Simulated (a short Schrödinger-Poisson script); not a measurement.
System: MOS inversion layer, Al2O3 on p-type Si(111), at 300 K.

```tsv
layer	material	thickness (nm)	Na (cm⁻³)
1	Al2O3	1.8	-
2	Si	1400	9.8e16
```

Constants are typed, rounded textbook-type inputs, not results; the design itself was drawn at random and stands for no fabricated device. Al2O3: permittivity 9, conduction-band edge (eV) 2.7, gap (eV) 6.8, electron mass (mₑ) 0.3. Si: permittivity 11.7, conduction-band edge (eV) 0, gap (eV) 1.124, Nv at 300 K (cm⁻³) 3.1e19.

Channel valleys (confinement mass, in-plane density-of-states mass, number): Δ6 0.258, 0.358, 6. At the gate the conduction-band edge of layer 1 lies 3.08 eV − eVg above the Fermi level of the channel; the field vanishes at the back. Gaps are held at their typed values at every temperature. Mesh 0.03 nm at interfaces.

Solved with a short Schrödinger-Poisson script written for these runs: 1D Poisson equation in equilibrium, electrons quantum, Hartree (BenDaniel-Duke, 12 states a valley, the channel's in-plane mass for all, wave functions free to enter the dielectric), parabolic valleys, classical holes, full ionisation, no traps, pinning or gate leakage.

The same stack at other levels of the model or other numerical settings:

```tsv
run	sheet density of all electrons at Vg = 1.1 V (cm⁻²)	sheet density of all electrons at Vg = 0.5 V (cm⁻²)	capacitance at Vg = 1.1 V (μF/cm²)	centroid of the channel electrons at Vg = 1.1 V (nm)	rough cost against the base
base	1.09e13	1.23e12	2.96	1.76	about 1
electrons treated as classical, Boltzmann	1.62e13	2.19e12	4.06	0.46	0.04
electrons treated as classical, Fermi-Dirac	[?]	[?]	3.57	0.71	0.2
mesh six times as coarse	1.09e13	1.22e12	2.95	1.78	0.2
one subband a valley	1.09e13	1.21e12	2.97	[?]	0.6
```

Task: What belongs in the gaps?

Result: 
- one subband a valley, centroid of the channel electrons at Vg = 1.1 V (nm): 1.70
- electrons treated as classical, Fermi-Dirac, sheet density of all electrons at Vg = 1.1 V (cm⁻²): 1.47e13
- electrons treated as classical, Fermi-Dirac, sheet density of all electrons at Vg = 0.5 V (cm⁻²): 2.12e12

The classical rows ignore confinement, and Boltzmann statistics overrate the density once the band edge passes the Fermi level.
